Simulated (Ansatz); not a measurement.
Start from ZnS in the zinc blende structure (space group F-43m, No. 216).

```
ZnS
1.0
    0.00000     2.64841     2.64841
    2.64841     0.00000     2.64841
    2.64841     2.64841     0.00000
Zn S
1 1
Direct
  0.00000   0.00000   0.00000
  0.75000   0.75000   0.75000
```

Method: Ansatz (a first-principles code), LDA, PAW, cutoff 420 eV, scalar-relativistic without spin-orbit coupling.

For the base:

| Quantity | Result |
|---|---|
| Valley order | Γ 2.13 eV; X along ⟨100⟩ 3.05 eV; L along ⟨111⟩ 3.20 eV |

It is then changed as follows: every lattice vector is stretched by 2.00 %, atoms relaxed at fixed cell.

### Question
What happens to the valley order and energy relative to the base?

### Answer
The valley order (the lowest conduction-band minima on the path, energy above the VBM, named in the base's zone) becomes Γ 1.86 eV; L along ⟨111⟩ 3.09 eV; X along ⟨100⟩ 3.18 eV (base: Γ 2.13 eV; X along ⟨100⟩ 3.05 eV; L along ⟨111⟩ 3.20 eV); the energy rises by 17 meV/atom.

The levels and masses belong to the bands next to the band gap. The cells carry an imposed strain or load. No phonon test of stability was made.
